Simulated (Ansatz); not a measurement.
Consider SrTiO₃ in the cubic perovskite structure (space group Pm-3m, No. 221).

```
SrTiO3
1.0
    3.90695     0.00000     0.00000
    0.00000     3.90695     0.00000
    0.00000     0.00000     3.90695
Sr Ti O
1 1 3
Direct
  0.00000   0.00000   0.00000
  0.50000   0.50000   0.50000
  0.00000   0.50000   0.50000
  0.50000   0.50000   0.00000
  0.50000   0.00000   0.50000
```

Calculations: r2SCAN in Ansatz (plane waves to 500 eV, PAW, scalar-relativistic without spin-orbit coupling).

Carriers are added at fixed cell with a uniform background; the Fermi–Dirac width is that of 300 K.

One change was made to it. Results:

| quantity | base | after |
|---|---|---|
| gap character | indirect, R → Γ | indirect, R → Γ |
| gap between the host's bands | 2.26 eV | 2.32 eV |
| Fermi level relative to the doped band's edge (positive inside the band; to 0.05 eV) | – | +0.10 eV |

### Question
Name the change that was made.
A) holes 2.0×10^21 cm⁻³
B) electrons 5.0×10^21 cm⁻³
C) holes 7.0×10^21 cm⁻³
D) holes 5.0×10^21 cm⁻³

### Answer
A, holes 2.0×10^21 cm⁻³. For comparison, the gap between the host's bands in the other runs: electrons 5.0×10^21 cm⁻³ gives 2.68 eV; holes 7.0×10^21 cm⁻³ gives 2.45 eV; holes 5.0×10^21 cm⁻³ gives 2.40 eV.

Carriers are added with a uniform compensating background; total energy and stress of such cells depend on the potential's zero and are not compared; many-body gap narrowing is missing at this level. Stability against distortions was not tested. The final runs are not spin-polarised. Many cubic perovskites are stable only at high temperature; tilts and polar distortions were not tested.

Ansatz is a program for electronic structure.
